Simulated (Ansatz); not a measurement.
The reference is Ag in the fcc (Cu type) structure (space group Fm-3m, No. 225; a = 4.104 Å; relaxed with 0.1 eV smearing). Axes: x, y, z lie along the cube axes.

The values are results of r2SCAN (Ansatz, a first-principles code), spin-orbit coupling left out, not measurements.

One thing is altered: biaxial strain +1.00 %, plane normal [001], relaxed out of plane (Cartesian); in-plane vectors clamped, the third vector and the atoms free.

Task: Estimate the effect on the energy relative to the base, in-plane stress and out-of-plane strain.

Result: The energy goes up by 0.8 meV/atom; the mean in-plane stress (compression positive) is -0.7 GPa; the out-of-plane strain amounts to -1.50 %.

No phonon test of stability was made.
